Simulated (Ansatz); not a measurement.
The parent structure is Y in the hcp (Mg type) structure (space group P6_3/mmc, No. 194; a = 3.656 Å, c = 5.679 Å).

Calculations: Ansatz (an electronic-structure program), PBE, PAW, cutoff 420 eV, no spin-orbit coupling.

One change was made to it. Results:

The lattice parameter a shrinks by 0.5104 Å (3.656 Å → 3.145 Å); the c/a ratio goes up by 0.062 (1.553 → 1.615).

### Question
What was done to the base?
(A) pressure −2 GPa
(B) pressure 30 GPa
(C) pressure −1 GPa
(D) pressure 15 GPa
(E) pressure 75 GPa

### Answer
B, pressure 30 GPa. For comparison, the lattice parameter a in the other runs: pressure −2 GPa gives 3.721 Å; pressure 75 GPa gives 2.822 Å; pressure −1 GPa gives 3.687 Å; pressure 15 GPa gives 3.337 Å.

Load acts through the strain it causes; cell and atoms are relaxed under it. Whether these cells are dynamically stable was not tested. No other phases were tried under pressure. All final runs are without spin polarisation.
